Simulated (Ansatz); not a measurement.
## TiB2: pressure series

Consider TiB$_{2}$ (space group P6/mmm, No. 191; a = 3.032 Å, c = 3.224 Å).

Cell and atoms are relaxed at each pressure.

Level of theory: PBE/PAW in Ansatz (a program for electronic structure), scalar-relativistic without spin-orbit coupling.

Notes on the quantities. enthalpy: H = E + PV relative to the base's energy.

```json
[
 {"case": "base", "lattice parameter a": "3.032 Å", "enthalpy": "–"},
 {"case": "pressure −2 GPa", "lattice parameter a": "3.039 Å", "enthalpy": "-0.11 eV/atom"},
 {"case": "pressure −1 GPa", "lattice parameter a": "3.035 Å", "enthalpy": "-0.05 eV/atom"},
 {"case": "pressure 0.9 GPa", "lattice parameter a": "3.029 Å", "enthalpy": "+0.05 eV/atom"},
 {"case": "pressure 2.1 GPa", "lattice parameter a": "3.025 Å", "enthalpy": "+0.11 eV/atom"},
 {"case": "pressure 4.5 GPa", "lattice parameter a": "3.017 Å", "enthalpy": "+0.24 eV/atom"},
 {"case": "pressure 9 GPa", "lattice parameter a": "3.003 Å", "enthalpy": "+0.47 eV/atom"},
 {"case": "pressure 15 GPa", "lattice parameter a": "(withheld)", "enthalpy": "+0.78 eV/atom"},
 {"case": "pressure 22.5 GPa", "lattice parameter a": "(withheld)", "enthalpy": "+1.15 eV/atom"},
 {"case": "pressure 30 GPa", "lattice parameter a": "2.946 Å", "enthalpy": "+1.52 eV/atom"}
]
```

Q: Complete the table.

A: 
- pressure 15 GPa, lattice parameter a: 2.985 Å
- pressure 22.5 GPa, lattice parameter a: 2.965 Å

Load acts through the strain it causes; cell and atoms are relaxed under it. Stability against distortions was not tested. No other phases were tried under pressure. The final runs are not spin-polarised.
